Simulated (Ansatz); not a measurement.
Rock-salt PrN, treated with PBEsol (Ansatz, a first-principles code, PAW).

Output (set-up and result lines):

```
WARN where this run starts from atoms, the 4f shell of Pr (site 0, from 0) starts with a moment of 2.02 μB, by Hund's first rule and in the place of the 2.00 …
Crystal: 2 atoms, lattice volume = 29.433 Å³
Basis set: ecut = 520 eV, 821 PW (Γ), exchange–correlation on 54×54×54 points (8 copies of the dense FFT grid, shifted against one another)
Bands: 18, of which v1, the nominal top of the filled ones, is band 9 counted from 1 (8 counted from 0)
Symmetry: 48 space group operations
Space group: Fm-3m (ITA 225), of the structure as read, at distance tolerance 3.1e-5 Å
k-points: 195 of 5832
Initial density: superposition of atomic densities (chi_scale 0.1, normalization cell, long waves kept (reshape's long-wave potential 0.00 eV rms))
Functional: x = pbesol(κ = 0.804, μ = 0.12345679012345678), c = pbesol(β = 0.046)
SCF 1 converged in 17 iterations: F = -7223.009702 eV  dr2 = 3.38e-12
SCF converged after 17 iterations
Magnetization: 1.7274 μB (9.8637 up, 8.1363 down)
Free energy (F): -7223.009702 eV
Internal energy: -7222.952134 eV  (E = F + TS)
E sigma→0 (E₀):  -7222.980918 eV
Fermi energy:    16.093263 eV
--- Stress (GPa, compression-positive) ---
        6.633678       0.000000      -0.000000
       -0.000000       6.633678       0.000000
       -0.000000      -0.000000       6.633678
  P = ⅓ Tr σ = 6.6337 GPa (66.337 kbar)
```

Task: Write an input file that could have produced this run (the log leaves some choices open).

Result: One answer among several that fit: 
Ansatz 0.2 input:
```yaml
crystal:
  lattice:
    - [0.0, 2.4505624016, 2.4505624016]
    - [2.4505624016, 0.0, 2.4505624016]
    - [2.4505624016, 2.4505624016, 0.0]
  atoms:
    - { symbol: Pr, position: [0.0, 0.0, 0.0], spin: 2.0 }
    - { symbol: N, position: [0.5, 0.5, 0.5], spin: 0.0 }
basis:
  ecutwfc: 520
  ecutrho_ratio: 4
  xc_grid: 2
kpoints:
  mp_grid: { grid: [18, 18, 18] }
hamiltonian:
  xc: pbesol
  dispersion: none
  pseudopotentials: { kind: paw }
scf:
  occupations: { method: fermi_dirac, width: 0.05 }
  convergence: { dr2_threshold: 0.0000000002 }
output:
  forces: true
  stress: true
  eigenvalues: true
magnetization:
  spin_polarized: true
```

The cell is one volume of an energy–volume scan, off the minimum.

The PAW data were made under PBE.

The run is spin-polarised with parallel starting moments, which need not be the measured order.

Note: the magnetic order was assumed, not searched for or taken from measurement. Note: the 4f shell is treated without U or exact exchange, so its levels and filling can be wrong. Note: the volume lies 14 % below that of the published cell.

The result took about 110 core-seconds (a rough figure).
